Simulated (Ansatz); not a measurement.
Given:

```
GaN
1.0
    3.08054     0.00000     0.00000
   -1.54027     2.66782     0.00000
    0.00000     0.00000     5.02166
Ga N
2 2
Direct
  0.66667   0.33333   0.00069
  0.33333   0.66667   0.50069
  0.66667   0.33333   0.62451
  0.33333   0.66667   0.12451
```

No spin polarisation.

Computed with PBE, PAW, 420 eV (Ansatz, a first-principles code; scalar-relativistic without spin-orbit coupling), earlier PAW set. Settings: 12×12×6 k-points, 0.05 eV Fermi–Dirac smearing.

### Question
Predict the band gap, electron mass, gap character and valence-band top at Γ.

### Answer
- Band gap: 2.58 eV
- Electron mass: 0.20 mₑ along c, 0.23 mₑ across (at Γ)
- Gap character: direct at Γ
- Valence-band top at Γ (three highest levels, from the VBM): 0.00, 0.00, -0.06 eV

Load acts through the strain it causes; cell and atoms are relaxed under it. Effective masses come from finite differences of ±0.01 Å⁻¹. Stability against distortions was not tested. Tetrahedral semiconductors of this kind turn to denser phases somewhere between about 1 and 50 GPa; those were not computed, so compressed cells here can lie past the real transition. The cell was made from GaN in the wurtzite structure (space group P6_3mc, No. 186) by this change: pressure 30 GPa.
